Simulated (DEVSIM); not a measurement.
## CdS/CdTe n-p heterojunction

Structure: CdS/CdTe n-p heterojunction, at 300 K.

| layer (left to right) | material | thickness (μm) | Nd (cm⁻³) | Na (cm⁻³) | τn (s) | τp (s) |
|---|---|---|---|---|---|---|
| 1 | CdS | 0.620 | 1.1e17 | - | 1.8e-8 | 1.8e-8 |
| 2 | CdTe | 1.90 | - | 1.3e17 | 1.8e-8 | 1.8e-8 |

Left contact: ohmic. Right contact: ohmic. Voltage is applied to the left contact. Recombination: SRH at mid-gap, radiative. Mobility is μmin + (μ − μmin)/(1 + (N/Nref)^α).

The device is made up for the run: typed textbook-type constants, with dimensions and the other settings drawn at random. Values at 300 K.

| parameter | CdS | CdTe |
|---|---|---|
| gap (eV) | 2.4 | 1.5 |
| affinity (eV) | 4.3 | 4.28 |
| permittivity | 9 | 10.2 |
| Nc (cm⁻³) | 2.2e18 | 8e17 |
| Nv (cm⁻³) | 1.8e19 | 1.8e19 |
| μn (cm²/Vs) | 300 | 1000 |
| μp (cm²/Vs) | 25 | 80 |
| μn,min | 30 | 100 |
| μp,min | 3 | 10 |
| Nref,n | 1e17 | 1e17 |
| Nref,p | 1e17 | 1e17 |
| αn | 0.6 | 0.6 |
| αp | 0.6 | 0.6 |
| B (cm³/s) | 1e-10 | 1e-10 |

Model (solved in DEVSIM): 1D drift-diffusion, Boltzmann statistics, complete ionisation; no tunnelling, impact ionisation, image-force lowering or self-heating. Band offsets follow the typed affinities; no thermionic-emission limit at abrupt steps, no polarisation charge.

Potential step across the device at zero bias: 1.275 V
Largest field in the device at zero bias: 180000 V/cm
Dark forward voltage at 1 A/cm²: 1.135 V
Dark forward voltage at 100 A/cm²: 1.259 V

Dark reverse current:

```
V (V)  J (A/cm²)
-----  ---------
0.10     8.2e-14
0.25     6.1e-13
0.50     2.9e-12
0.75     5.2e-12
1.00     7.5e-12
1.50     1.2e-11
2.00     1.5e-11
2.50     1.9e-11
3.25     2.4e-11
4.00     2.8e-11
5.00     3.3e-11
```

Small-signal capacitance in reverse bias (quasi-static):

| V (V) | C (nF/cm²) |
|---|---|
| 0.1 | 55.1 |
| 0.25 | 52.2 |
| 0.5 | 48.3 |
| 0.75 | 45.1 |
| 1 | 42.5 |
| 1.5 | 38.4 |
| 2 | 35.3 |
| 2.5 | 32.9 |
| 3.25 | 30.0 |
| 4 | 27.7 |
| 5 | 25.4 |
